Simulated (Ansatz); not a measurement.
The starting structures come from a database of crystals and need not be the phases stable at ambient conditions.

 Where the default PAW files enter, the runs use the earlier of Ansatz's two default sets.

Consider the following.

```
CELL_PARAMETERS angstrom
      3.80773     0.00000     0.00000
     -1.90386     3.29759     0.00000
      0.00000     0.00000    43.59854
ATOMIC_POSITIONS crystal
  Zn 0.00000 0.00000 0.14310
  Zn 0.33333 0.66667 0.64290
  Zn 0.33333 0.66667 0.21430
  Zn 0.66667 0.33333 0.07150
  Zn 0.00000 0.00000 0.85710
  Zn 0.00000 0.00000 0.57160
  Zn 0.33333 0.66667 0.78570
  Zn 0.33333 0.66667 0.35720
  Zn 0.33333 0.66667 0.00000
  Zn 0.00000 0.00000 0.42850
  Zn 0.66667 0.33333 0.92850
  Zn 0.66667 0.33333 0.28570
  Zn 0.66667 0.33333 0.49990
  Zn 0.66667 0.33333 0.71430
  S  0.00000 0.00000 0.19650
  S  0.66667 0.33333 0.33930
  S  0.00000 0.00000 0.91060
  S  0.33333 0.66667 0.83930
  S  0.33333 0.66667 0.41060
  S  0.66667 0.33333 0.55360
  S  0.33333 0.66667 0.26780
  S  0.66667 0.33333 0.76790
  S  0.66667 0.33333 0.98200
  S  0.33333 0.66667 0.69630
  S  0.33333 0.66667 0.05360
  S  0.00000 0.00000 0.48190
  S  0.00000 0.00000 0.62510
  S  0.66667 0.33333 0.12510
```

Space group of this cell: P3m1. The cell is taken as given.

These are r2SCAN (plane waves, PAW; Ansatz, a quantum-chemistry and plane-wave program) values and carry that method's errors.

The current runs along the normal of the first two printed vectors; no spin-orbit coupling. Scaled by the factor s: the length along the current (ions clamped). Meshes 12×12×1 and 12×12 across the current in all rows.

| s | mean pressure (GPa) | slowest mid-gap decay constant κ (1/Å) |
|---|---|---|
| 0.97 | 2.8 | ? |
| 1.00 | 0.1 | 0.174 |
| 1.03 | -2.0 | 0.164 |

Task: Take the slope of the slowest mid-gap decay constant κ against ln s from the two given rows, extrapolate to s = 0.97, and say what the run there gives.

Result: Slope = (0.164 − 0.174) / ln 1.03 = -0.338 1/Å. The line gives 0.174 + (-0.338) × ln 0.97 = 0.184 1/Å. The run gives 0.184 1/Å, as the line does.
